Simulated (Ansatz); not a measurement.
The starting structures come from a database of crystals and need not be the phases stable at ambient conditions.

Evanescent states of KSb$_{4}$F$_{13}$ (I-4, not sure to be the ambient phase, 18 atoms a cell, 16.3 Å³ an atom, -2 GPa at this level) along the normal of (110)

All values below come from PBEsol (plane waves, PAW; Ansatz, an electronic-structure program).

The gap is the functional's own, uncorrected, and κ follows it; spin-orbit coupling is left out. Mid-gap values are interpolated between the computed energies.

Energies count from the valence-band top; κ is the least over a 6×6 mesh across the current.

```csv
E (eV),κ (1/Å),where
0.11,0.315,off Γ
0.33,0.469,off Γ
0.55,0.508,off Γ
0.77,0.530,off Γ
0.99,0.543,off Γ
1.21,[?],off Γ
1.43,[?],off Γ
1.65,[?],off Γ
1.87,[?],off Γ
2.09,[?],off Γ
2.31,[?],off Γ
2.53,[?],off Γ
2.75,[?],off Γ
2.97,[?],off Γ
3.19,[?],off Γ
3.41,[?],off Γ
3.63,0.457,off Γ
3.85,0.430,off Γ
4.07,0.397,off Γ
4.29,0.337,off Γ
4.51,0.218,off Γ
```

Task: Some entries are withheld; supply them.

Result: 
- 1.21, κ (1/Å): 0.550
- 1.43, κ (1/Å): 0.553
- 1.65, κ (1/Å): 0.553
- 1.87, κ (1/Å): 0.550
- 2.09, κ (1/Å): 0.546
- 2.31, κ (1/Å): 0.540
- 2.53, κ (1/Å): 0.531
- 2.75, κ (1/Å): 0.521
- 2.97, κ (1/Å): 0.509
- 3.19, κ (1/Å): 0.494
- 3.41, κ (1/Å): 0.477
